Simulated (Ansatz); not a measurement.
Band structure of CsAu (Pm-3m, 2 atoms in the cell).

```
CELL_PARAMETERS angstrom
      4.25800     0.00000     0.00000
      0.00000     4.25800     0.00000
      0.00000     0.00000     4.25800
ATOMIC_POSITIONS crystal
  Au 0.00000 0.00000 0.00000
  Cs 0.50000 0.50000 0.50000
```

Computed with LDA (PW92) with spin-orbit coupling, default PAW files made with PBE (plane waves; Ansatz, a program for electronic structure).

Settings: basis.ecutwfc = 420 eV; kpoints.mp_grid.grid = 6 6 6; hamiltonian.xc = lda; hamiltonian.pseudopotentials = {kind: paw} (the program's default PAW files); magnetization.noncollinear = true; magnetization.spin_orbit = true; scf.occupations.method = cold; scf.occupations.width = 0.136 eV; kpoints.band_path.npoints = 10.

The starting cell comes from a database of published, mostly measured structures (it also holds non-ambient and calculated ones), without a prior relaxation at this level.

Question: Predict the gap along the standard path and the places of the band edges.

Answer: The gap along the path is 0.86 eV, from R to X; the smallest direct gap on it is 1.17 eV.

Levels in eV from the top of the valence band on the path, bands 25 to 32:
```tsv
point	25	26	27	28	29	30	31	32
Γ	-1.72	-1.72	-1.45	-1.45	4.06	4.06	4.06	4.06
X	-1.41	-1.41	-0.77	-0.77	0.86	0.86	4.02	4.02
M	-1.39	-1.39	-0.99	-0.99	3.31	3.31	3.62	3.62
R	-1.27	-1.27	0.00	0.00	1.17	1.17	1.72	1.72
```

The net moment of the cell came out as 0.00 μB.

Keys are those of Ansatz 0.2.
